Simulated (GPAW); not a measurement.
Worked example: self-consistent single point of MgTe (F-43m, 2 atoms in the cell) in GPAW

Method: LDA (Perdew-Wang 92), LCAO dzp, GPAW PAW datasets LDA (gpaw-data 1.0.1) run with GPAW.

Input as run:

```python
from ase import Atoms
from gpaw import GPAW

atoms = Atoms(['Mg', 'Te'],
              cell=[[0.000000, 3.232000, 3.232000],
                    [3.232000, 0.000000, 3.232000],
                    [3.232000, 3.232000, 0.000000]],
              scaled_positions=[[0.000000, 0.000000, 0.000000],
                                [0.750000, 0.750000, 0.750000]],
              pbc=True)

calc = GPAW(mode='lcao',
            h=0.18,
            basis='dzp',
            xc='LDA',
            kpts=(5, 5, 5),
            occupations={'name': 'methfessel-paxton', 'width': 0.05, 'order': 0},
            convergence={'forces': 0.001},
            symmetry={'symmorphic': False, 'tolerance': 0.0005},
            maxiter=120)

atoms.calc = calc

energy = atoms.get_potential_energy()
print('Energy (eV):', round(energy, 6))
forces = atoms.get_forces()
print('Forces (eV/Ang):')
print(forces.round(5))
```

The program printed (abridged):

```
Input parameters:
  basis: dzp
  convergence: {forces: 0.001}
  h: 0.18
  kpts: [5 5 5]
  maxiter: 120
  mode: lcao
  occupations: {name: methfessel-paxton,
                order: 0,
                width: 0.05}
  symmetry: {symmorphic: False,
             tolerance: 0.0005}

species:
  Mg:
    name: Magnesium
    Z: 12.0
    valence: 10
    core: 2
    charge: 0.0
    file: Mg.LDA.gz

    # LCAO basis set for Mg:
    #   Name: dzp
    #   File: Mg.dzp.basis.gz
    #   Number of radial functions: 9
    #   Number of spherical harmonics: 19
    #     l=0, rc=2.7969 Bohr: 2s-sz confined orbital
    #     l=0, rc=9.2344 Bohr: 3s-sz confined orbital
    #     l=1, rc=3.1406 Bohr: 2p-sz confined orbital
    #     l=1, rc=12.7188 Bohr: 3p-sz confined orbital
    #     l=0, rc=1.8125 Bohr: 2s-dz split-valence wave
    #     l=0, rc=5.5156 Bohr: 3s-dz split-valence wave
    #     l=1, rc=2.0938 Bohr: 2p-dz split-valence wave
    #     l=1, rc=7.7969 Bohr: 3p-dz split-valence wave
    #     l=1, rc=9.2344 Bohr: p-type Gaussian polarization
    #   Number of RI-basis functions 0

  Te:
    name: Tellurium
    Z: 52.0
    valence: 6
    core: 46
    charge: 0.0
    file: Te.LDA.gz

    # LCAO basis set for Te:
    #   Name: dzp
    #   File: Te.dzp.basis.gz
    #   Number of radial functions: 5
    #   Number of spherical harmonics: 13
    #     l=0, rc=6.2500 Bohr: 5s-sz confined orbital
    #     l=1, rc=8.0156 Bohr: 5p-sz confined orbital
    #     l=0, rc=3.5469 Bohr: 5s-dz split-valence wave
    #     l=1, rc=4.6875 Bohr: 5p-dz split-valence wave
    #     l=2, rc=8.0156 Bohr: d-type Gaussian polarization
    #   Number of RI-basis functions 0

Reference energy: -190064.726160  # eV

Spin-paired calculation

Convergence criteria:
 Maximum [total energy] change in last 3 cyles: 0.0005 eV / valence electron
 Maximum integral of absolute [dens]ity change: 0.0001 electrons / valence electron
 Maximum integral of absolute [eigenst]ate change: 4e-08 eV^2 / valence electron
 Maximum change in the atomic [forces] across last 2 cycles: 0.001 eV/Ang OR
Maximum error relative to the maximum force is below inf
 Maximum number of scf [iter]ations: 120

Symmetries present (total): 24
Symmetries with fractional translations: 0
125 k-points: 5 x 5 x 5 Monkhorst-Pack grid
10 k-points in the irreducible part of the Brillouin zone
       k-points in crystal coordinates                weights
   0:     0.00000000    0.00000000    0.00000000          1/125
   1:     0.20000000    0.20000000    0.00000000          6/125
   2:     0.20000000    0.20000000    0.20000000          8/125
   [... 7 lines left out ...]

Wave functions: LCAO
  Diagonalizer: Serial LAPACK
  Atomic Correction: dense with blas
  Data-type: complex

Occupation numbers: Methfessel-Paxton:
  width: 0.0500  # eV
  order: 0

Eigensolver
   LCAO using direct dense diagonalizer

Densities:
  Coarse grid: 20*20*20 grid
  Fine grid: 40*40*40 grid
  Total Charge: 0.000000

Density mixing:
  Method: separate
  Backend: pulay
  Linear mixing parameter: 0.05
  old densities: 5
  Damping of long wavelength oscillations: 50

Hamiltonian:
  XC and Coulomb potentials evaluated on a 40*40*40 grid
  Interpolation: tri-quintic (5. degree polynomial)
  Poisson solver: FastPoissonSolver using
    Stencil: 12*3+1=37 point O(h^6) finite-difference Laplacian
    FFT axes: [np.int64(0), np.int64(1), np.int64(2)]
    FST axes: []

Number of atoms: 2
Number of atomic orbitals: 32
Number of bands in calculation: 12
Number of valence electrons: 16
Bands to converge: occupied

Density initialized from atomic densities

                      Te

       Mg

Atomic positions and initial magnetic moments

Positions:
   0 Mg     0.000000    0.000000    0.000000    ( 0.0000,  0.0000,  0.0000)
   1 Te     4.848000    4.848000    4.848000    ( 0.0000,  0.0000,  0.0000)

Unit cell:
           periodic     x           y           z      points  spacing
  1. axis:    yes    0.000000    3.232000    3.232000    20     0.1866
  2. axis:    yes    3.232000    0.000000    3.232000    20     0.1866
  3. axis:    yes    3.232000    3.232000    0.000000    20     0.1866

  Lengths:   4.570738   4.570738   4.570738
  Angles:   60.000000  60.000000  60.000000

Effective grid spacing dv^(1/3) = 0.2036

     iter     time        total  log10-change:
                         energy   eigst   dens  force
iter:   1 --:--:--    -6.911331        c
iter:   2 --:--:--    -6.902703        c -1.34
iter:   3 --:--:--    -6.867568        c -1.37
iter:   4 --:--:--    -6.862474        c -1.86
iter:   5 --:--:--    -6.862478c       c -2.92
iter:   6 --:--:--    -6.862448c       c -3.27
iter:   7 --:--:--    -6.862448c       c -4.45c
iter:   8 --:--:--    -6.862447c       c -4.65c -16.37c

Converged after 8 iterations.

Dipole moment: (3.937379, 3.937379, 3.937379) |e|*Ang

Energy contributions relative to reference atoms: (reference = -190064.726160)

Kinetic:        +16.730704
Potential:      -15.179710
External:        +0.000000
XC:              -8.442812
Entropy (-ST):   -0.000000
Local:           +0.029370
SIC:             +0.000000
--------------------------
Free energy:     -6.862447
Extrapolated:    -6.862447

Showing only first 2 kpts
 Kpt  Band  Eigenvalues  Occupancy
  0     6      1.92200    2.00000
  0     7      1.92200    2.00000
  0     8      4.00933    0.00000
  0     9      7.37066    0.00000

  1     6      1.37388    2.00000
  1     7      1.37401    2.00000
  1     8      5.82550    0.00000
  1     9      6.21312    0.00000

Fermi level: 2.82874

Gap: 2.087 eV
Transition (v -> c):
  (s=0, k=0, n=7, [0.00, 0.00, 0.00]) -> (s=0, k=0, n=8, [0.00, 0.00, 0.00])
No difference between direct/indirect transitions
Energy (eV): -6.862447

Forces in eV/Ang:
  0 Mg    0.00000   -0.00000   -0.00000
  1 Te    0.00000    0.00000    0.00000
```

The run converged in 8 iterations.

The starting cell comes from a database of computed structures (which also holds hypothetical and non-ambient phases and stackings), without a prior relaxation at this level. Spin-orbit coupling is off. Values carry the incompleteness of an atom-centred basis.

Cost on one core of a shared machine: roughly 40 s.
